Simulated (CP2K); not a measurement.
A self-consistent single point of a sheet of PbF₂ (3 atoms in the cell) with CP2K.

Method: PBE-D3(BJ), GPW, DZVP-MOLOPT-SR-GTH basis, GTH-PBE potentials (GTH_POTENTIALS) (CP2K).

```xyz
3
Lattice="3.0504 0.0000 0.0000 -1.5252 2.6417 0.0000 0.0000 0.0000 16.9069" Properties=species:S:1:pos:R:3 pbc="T T T"
Pb     1.5252     0.8806     8.4534
F      0.0000     1.7611     7.0000
F      0.0000     1.7611     9.9069
```

Reference input (self-consistent single point, DFT PBE, GPW, DZVP-MOLOPT-SR-GTH basis, GTH-PBE potentials (GTH_POTENTIALS)): CUTOFF = 550 Ry; REL_CUTOFF = 60 Ry; SMEAR/METHOD = MARZARI_VANDERBILT; SIGMA = 0.1 eV; KPOINTS/SCHEME = MONKHORST-PACK 10 10 1; GAMMA_CENTERED = T; XC_FUNCTIONAL = PBE; Pb/BASIS_SET = DZVP-MOLOPT-SR-GTH-q4; Pb/POTENTIAL = GTH-PBE-q4; F/BASIS_SET = DZVP-MOLOPT-SR-GTH-q7; F/POTENTIAL = GTH-PBE-q7; METHOD = GPW. This run's input differs from it in these lines:

```diff
@@ -46,2 +46,11 @@
       &END XC_FUNCTIONAL
+      &VDW_POTENTIAL
+        DISPERSION_FUNCTIONAL PAIR_POTENTIAL
+        &PAIR_POTENTIAL
+          TYPE DFTD3(BJ)
+          PARAMETER_FILE_NAME dftd3.dat
+          REFERENCE_FUNCTIONAL PBE
+          R_CUTOFF 15
+        &END PAIR_POTENTIAL
+      &END VDW_POTENTIAL
     &END XC
```

Log, with long lists cut:

```
 SCF WAVEFUNCTION OPTIMIZATION

  Step     Update method      Time    Convergence         Total energy    Change
     1 NoMix/Diag. 0.20E+00      -     0.54927093       -52.2030792592 -5.22E+01
     2 Broy./Diag. 0.20E+00      -     0.09841207       -48.5557327559  3.65E+00
     3 Broy./Diag. 0.20E+00      -     0.16980416       -50.6591453608 -2.10E+00
     4 Broy./Diag. 0.20E+00      -     0.00782582       -52.2725677087 -1.61E+00
     5 Broy./Diag. 0.20E+00      -     0.08899469       -51.8799274036  3.93E-01
     6 Broy./Diag. 0.20E+00      -     0.00445864       -52.1637234304 -2.84E-01
   [... 19 lines left out ...]
    26 Broy./Diag. 0.20E+00      -     0.00000154       -52.0531390941 -7.37E-06
    27 Broy./Diag. 0.20E+00      -     0.00000079       -52.0531421902 -3.10E-06
    28 Broy./Diag. 0.20E+00      -     0.00000019       -52.0531436967 -1.51E-06
    29 Broy./Diag. 0.20E+00      -     0.00000009       -52.0531435523  1.44E-07
  *** SCF run converged in    29 steps ***

  Overlap energy of the core charge distribution:               0.00000000194577
  Self energy of the core charge distribution:               -135.93420417894765
  Core Hamiltonian energy:                                     38.26645289548868
  Hartree energy:                                              56.11271034926422
  Exchange-correlation energy:                                -10.48467954838639
  Dispersion energy:                                           -0.01342307171391
  Smearing free energy correction:                             -0.00000000000000
  Fermi energy:                                                -0.12841030673087

  Total energy:                                               -52.05314355234928

   [... lines left out ...]

 STRESS| Analytical stress tensor [bar]
 STRESS|                        x                   y                   z
 STRESS|      x        1.39114774518E+05  -8.86224052399E+01  -8.77846151284E-08
 STRESS|      y       -8.86224052399E+01   1.39012427966E+05   1.71267102854E-03
 STRESS|      z       -8.77846151284E-08   1.71267102854E-03   6.76255883613E+04
 STRESS| 1/3 Trace                                             1.15250930282E+05
```

The run converged in 29 iterations. Against the reference run the largest force goes from 2.168 to 2.147 eV/Å and the gap on the mesh stays at 1.703 eV.

The starting cell was generated: these elements placed on a structure prototype, without a prior relaxation; it need not be a known phase or ordering of this composition. Spin-orbit coupling is off. Values carry the incompleteness of an atom-centred basis. Forces in this geometry exceed 1 eV/Å.

Cost on one core of a shared machine: roughly 40 s.
